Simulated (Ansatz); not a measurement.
Take Ga$_{2}$O$_{3}$ (space group Cc, No. 9; a = 10.067 Å, b = 5.749 Å, c = 5.951 Å, α = γ = 90.00°, β = 122.28°; a hypothetical phase, not in the database extracts checked) as the base.

(Cell as relaxed with PBE.)

Levels (all Ansatz, a first-principles code, PAW): PBE (420 eV, no spin-orbit coupling); PBEsol (420 eV, no spin-orbit coupling).

Each level relaxes its own structure.

```csv
quantity,PBE,PBEsol
volume per atom,14.56 Å³,?
space group,Cc (No. 9),?
band gap,2.05 eV,?
gap character,direct at Γ,?
```

Q: Given the PBE results, estimate those of PBEsol.

A: 
- volume per atom, PBEsol: 13.35 Å³
- space group, PBEsol: Cc (No. 9)
- band gap, PBEsol: 2.42 eV
- gap character, PBEsol: indirect, Y₂ → Γ

PBE's volume per atom lies 1.21 Å³ above PBEsol's (9.1 %); PBE's band gap lies 0.37 eV below PBEsol's; they disagree on the gap character; the two agree on the space group. The two levels end in clearly different cell shapes (a soft spacing or a collapse), which may drive these differences. Neither level is exact; PBEsol is the comparison here, not a measurement.

Stability against distortions was not tested.
